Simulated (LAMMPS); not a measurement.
System: a melt made from SiC (zinc blende), 1000 atoms, at 3770 K and 5 GPa, brought to that temperature within a few picoseconds.

All values are model results, not measurements: classical MD, pair style edip/multi, file SiC.edip (LAMMPS).

| frequency (THz) | vibrational (phonon) density of states (1/THz), total | vibrational (phonon) density of states (1/THz), C | vibrational (phonon) density of states (1/THz), Si |
|---|---|---|---|
| 0.3250 | 0.0517 | 0.0134 | 0.0382 |
| 1.625 | 0.0566 | 0.0169 | 0.0397 |
| 2.925 | 0.0568 | 0.0184 | 0.0384 |
| 4.225 | 0.0518 | 0.0189 | 0.0330 |
| 5.525 | 0.0461 | 0.0185 | 0.0276 |
| 6.825 | 0.0403 | 0.0169 | 0.0234 |
| 8.125 | 0.0355 | 0.0153 | 0.0202 |
| 9.425 | 0.0320 | 0.0138 | 0.0182 |
| 10.73 | 0.0296 | 0.0132 | 0.0164 |
| 12.02 | 0.0276 | 0.0123 | 0.0154 |
| 13.32 | 0.0256 | 0.0112 | 0.0144 |
| 14.62 | 0.0243 | 0.0112 | 0.0131 |
| 15.93 | 0.0230 | 0.0113 | 0.0117 |
| 17.23 | 0.0221 | 0.0116 | 0.0106 |
| 18.52 | 0.0213 | 0.0118 | 0.0095 |
| 19.82 | 0.0209 | 0.0124 | 0.0085 |
| 21.12 | 0.0201 | 0.0127 | 0.0074 |
| 22.43 | 0.0196 | 0.0131 | 0.0065 |
| 23.73 | 0.0183 | 0.0126 | 0.0057 |
| 25.02 | 0.0165 | 0.0116 | 0.0049 |
| 26.32 | 0.0140 | 0.0100 | 0.0040 |
| 27.62 | 0.0117 | 0.0085 | 0.0032 |
| 28.93 | 0.0100 | 0.0074 | 0.0025 |
| 30.23 | 0.0089 | 0.0068 | 0.0021 |
| 31.52 | 0.0083 | 0.0066 | 0.0017 |
| 32.83 | 0.0081 | 0.0067 | 0.0014 |
| 34.12 | 0.0082 | 0.0070 | 0.0012 |
| 35.42 | 0.0085 | 0.0074 | 0.0010 |
| 36.72 | 0.0089 | 0.0080 | 0.0009 |
| 38.03 | 0.0089 | 0.0082 | 0.0008 |
| 39.33 | 0.0089 | 0.0082 | 0.0007 |
| 40.62 | 0.0086 | 0.0080 | 0.0006 |
| 41.92 | 0.0069 | 0.0063 | 0.0005 |
| 43.22 | 0.0048 | 0.0044 | 0.0005 |
| 44.53 | 0.0033 | 0.0029 | 0.0004 |
| 45.83 | 0.0023 | 0.0019 | 0.0004 |
| 47.12 | 0.0017 | 0.0014 | 0.0003 |
| 48.42 | 0.0014 | 0.0011 | 0.0003 |
| 49.72 | 0.0011 | 0.0008 | 0.0003 |
| 51.03 | 0.0009 | 0.0007 | 0.0002 |
| 52.33 | 0.0007 | 0.0005 | 0.0002 |
| 53.62 | 0.0006 | 0.0004 | 0.0002 |
| 54.92 | 0.0005 | 0.0004 | 0.0002 |
| 56.22 | 0.0005 | 0.0003 | 0.0001 |
| 57.53 | 0.0004 | 0.0003 | 0.0001 |
| 58.83 | 0.0003 | 0.0002 | 0.0001 |
| 60.12 | 0.0003 | 0.0002 | 0.0001 |
| 61.42 | 0.0003 | 0.0002 | 0.0001 |
| 62.72 | 0.0002 | 0.0002 | 0.0001 |
| 64.03 | 0.0002 | 0.0001 | 0.0001 |

The data show:
- state found: liquid
- mean frequency of the vibrational (phonon) density of states: 14.8 THz

Caution: at ambient pressure real SiC sublimes or decomposes before or as it melts, so this liquid is the model's. Caution: a run this short can hold a crystal over, or a liquid under, the potential's own melting point, which these runs don't give.
